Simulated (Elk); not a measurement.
**A self-consistent single point of GaN (F-43m, 2 atoms in the cell) with Elk**

Method: PBE, all-electron FP-LAPW, Elk's shipped species files, APW+lo basis with extra local orbitals (Elk).

The input file:

```
tasks
  0

xctype
  20

rgkmax
  7.5

gmaxvr
  14.0

nxlo
  2

lorbcnd
  .true.

rmtscf
  0.84

lmaxi
  2

stype
  0

swidth
  0.0001

avec
    0.0000000000    4.3500550526    4.3500550526
    4.3500550526    0.0000000000    4.3500550526
    4.3500550526    4.3500550526    0.0000000000

sppath
  './'

atoms
  2   : nspecies
  'Ga.in'   : spfname
  1   : natoms; atposl, bfcmt below
  0.0000000000  0.0000000000  0.0000000000    0.0 0.0 0.0
  'N.in'   : spfname
  1   : natoms; atposl, bfcmt below
  0.7500000000  0.7500000000  0.7500000000    0.0 0.0 0.0

ngridk
  6 6 6
```

The program printed (abridged):

```
│ Elk code version 10.2.4 │

All units are atomic (Hartree, Bohr, etc.)

│ Ground-state run starting from atomic densities │

Lattice vectors :
   0.000000000       4.350055053       4.350055053
   4.350055053       0.000000000       4.350055053
   4.350055053       4.350055053       0.000000000

Unit cell volume      :    164.6320005
Brillouin zone volume :    1.506695009

Muffin-tin inner radius fraction :   0.1000000000E-01

Nuclei treated as point charges

Species :    1 (Ga)
 parameters loaded from : Ga.in
 name : gallium
 nuclear charge    :   -31.00000000
 electronic charge :    31.00000000
 atomic mass :    127097.2538
 muffin-tin radius :    2.016000000
 number of radial points in muffin-tin :    497
 atomic positions (lattice), magnetic fields (Cartesian) :
   1 :   0.00000000  0.00000000  0.00000000    0.00000000  0.00000000  0.00000000

Species :    2 (N)
 parameters loaded from : N.in
 name : nitrogen
 nuclear charge    :   -7.000000000
 electronic charge :    7.000000000
 atomic mass :    25532.65214
 muffin-tin radius :    1.512000000
 number of radial points in muffin-tin :    297
 atomic positions (lattice), magnetic fields (Cartesian) :
   1 :   0.75000000  0.75000000  0.75000000    0.00000000  0.00000000  0.00000000

Total number of atoms per unit cell :    2

Spin treatment :
 spin-unpolarised

Number of Bravais lattice symmetries :   48
Number of crystal symmetries         :   24
Crystal has no inversion symmetry
Complex Hermitian eigensolver will be used

k-point grid :      6     6     6
k-point offset :    0.000000000       0.000000000       0.000000000
k-point set is reduced with full crystal symmetry group
Total number of k-points :       22

Muffin-tin radius times maximum |G+k| :    7.500000000
 using average radius
Maximum |G+k| for APW functions       :    4.251700680
Maximum (1/2)|G+k|²                   :    9.038479337
Maximum |G| for potential and density :    14.00000000
 potential will be trimmed for |G| > 2 gkmax
Constant for pseudocharge density :    7
Radial integration step length :    4

G-vector grid sizes :     28    28    28
Number of G-vectors :     7631

Maximum angular momentum used for
 APW functions                      :    8
 outer part of muffin-tin           :    6
 inner part of muffin-tin           :    2

Total nuclear charge    :   -38.00000000
Total core charge       :    20.00000000
Total valence charge    :    18.00000000
Total excess charge     :    0.000000000
Total electronic charge :    38.00000000

Effective Wigner radius, rₛ :    1.011301574

Number of empty states         :    8
Total number of valence states :   17
Total number of core states    :   20

Conduction state local-orbitals added automatically
Total number of local-orbitals :  145

Exchange-correlation functional :     20     0     0
 Perdew-Burke-Ernzerhof, Phys. Rev. Lett. 77, 3865 (1996)
 gradient requirement :    1
 generalised gradient approximation (GGA)

Smearing type :    0
 Gaussian
Smearing width :   0.1000000000E-03
Effective electronic temperature (K) :    31.57750248

Mixing type :    3
 Broyden mixing, J. Phys. A: Math. Gen. 17, L317 (1984)

Kohn-Sham potential initialised from atomic data

│ Self-consistent loop started │
│ Loop number : 1 │
 total energy                :     -2000.28341503
│ Loop number : 2 │
 total energy                :     -2000.33089497
RMS change in Kohn-Sham potential (target) :    1.679719727     (  0.1000000000E-05)
Absolute change in total energy (target)   :   0.4747994195E-01 (  0.1000000000E-03)
│ Loop number : 3 │
 total energy                :     -2000.19225014
RMS change in Kohn-Sham potential (target) :    1.642400894     (  0.1000000000E-05)
Absolute change in total energy (target)   :   0.1267748464     (  0.1000000000E-03)
│ Loop number : 4 │
 total energy                :     -1999.61475423
RMS change in Kohn-Sham potential (target) :   0.7417168923     (  0.1000000000E-05)
Absolute change in total energy (target)   :   0.6091896174     (  0.1000000000E-03)
│ Loop number : 5 │
 total energy                :     -1999.10932393
RMS change in Kohn-Sham potential (target) :   0.2271799367     (  0.1000000000E-05)
Absolute change in total energy (target)   :   0.6577277026     (  0.1000000000E-03)
│ Loop number : 6 │
 total energy                :     -1999.00239278
RMS change in Kohn-Sham potential (target) :   0.5442070147E-01 (  0.1000000000E-05)
Absolute change in total energy (target)   :   0.2713630746     (  0.1000000000E-03)
│ Loop number : 7 │
 total energy                :     -1998.98977481
RMS change in Kohn-Sham potential (target) :   0.1422346281E-01 (  0.1000000000E-05)
Absolute change in total energy (target)   :   0.8045874611E-01 (  0.1000000000E-03)
│ Loop number : 8 │
 total energy                :     -1999.01277496
RMS change in Kohn-Sham potential (target) :   0.8983004713E-03 (  0.1000000000E-05)
Absolute change in total energy (target)   :   0.2885469385E-02 (  0.1000000000E-03)
│ Loop number : 9 │
 total energy                :     -1999.01564850
RMS change in Kohn-Sham potential (target) :   0.1703613268E-02 (  0.1000000000E-05)
Absolute change in total energy (target)   :   0.3594900613E-02 (  0.1000000000E-03)
│ Loop number : 10 │
 total energy                :     -1999.01159304
RMS change in Kohn-Sham potential (target) :   0.9769900550E-03 (  0.1000000000E-05)
Absolute change in total energy (target)   :   0.3156726860E-02 (  0.1000000000E-03)
│ Loop number : 11 │
 total energy                :     -1999.00660018
RMS change in Kohn-Sham potential (target) :   0.2207524439E-03 (  0.1000000000E-05)
Absolute change in total energy (target)   :   0.5782041754E-02 (  0.1000000000E-03)
│ Loop number : 12 │
 total energy                :     -1999.00523478
RMS change in Kohn-Sham potential (target) :   0.1060102159E-04 (  0.1000000000E-05)
Absolute change in total energy (target)   :   0.2810912062E-02 (  0.1000000000E-03)
│ Loop number : 13 │
 total energy                :     -1999.00512606
RMS change in Kohn-Sham potential (target) :   0.4267598605E-05 (  0.1000000000E-05)
Absolute change in total energy (target)   :   0.8114501575E-03 (  0.1000000000E-03)
│ Loop number : 14 │
 total energy                :     -1999.00507440
RMS change in Kohn-Sham potential (target) :   0.1204626418E-05 (  0.1000000000E-05)
Absolute change in total energy (target)   :   0.2545223940E-03 (  0.1000000000E-03)
│ Loop number : 15 │
 total energy                :     -1999.00506585
RMS change in Kohn-Sham potential (target) :   0.3141303608E-06 (  0.1000000000E-05)
Absolute change in total energy (target)   :   0.7218055998E-04 (  0.1000000000E-03)
Convergence targets achieved

│ Loop number : 16 │

Energies :
 Fermi                       :     0.214008336981
 sum of eigenvalues          :     -1141.41153828
 electron kinetic            :      2037.03439298
 core electron kinetic       :      1892.11444477
 Coulomb                     :     -3953.35761408
 Coulomb potential           :     -3071.09878636
 nuclear-nuclear             :     -248.488152603
 electron-nuclear            :     -4338.64013660
 Hartree                     :      633.770675118
 Madelung                    :     -2417.80822090
 xc potential                :     -107.347144903
 exchange                    :     -80.9479436582
 correlation                 :     -1.73389860682
 total energy                :     -1999.00506337

Density of states at Fermi energy :   0.8410724860E-05
 (states/Hartree/unit cell)

Estimated indirect band gap :   0.4727768613E-01
 from k-point      1 to k-point      1
Estimated direct band gap   :   0.4727768613E-01
 at k-point      1

Charges :
 core                        :    20.00000000
 valence                     :    18.00000000
 interstitial                :    3.488533243
 muffin-tins (core leakage)
  species :    1 (Ga)
   atom    1                 :    28.87601676     (  0.5705524691E-02)
  species :    2 (N)
   atom    1                 :    5.635450002     (  0.3769204647E-05)
 total in muffin-tins        :    34.51146676
 total calculated charge     :    37.98911311
 total charge                :    38.00000000
 error                       :   0.1088689027E-01

│ Self-consistent loop stopped │
```

The run converged in 16 iterations. The count includes the last loop, which Elk runs after its targets are met.

The starting cell comes from a database of computed structures (which also holds hypothetical and non-ambient phases and stackings), without a prior relaxation at this level. Its lattice was rescaled by a random factor within 2.5 % of one. Values depend on the basis (sphere radii, cutoffs, local orbitals), which need not be converged.
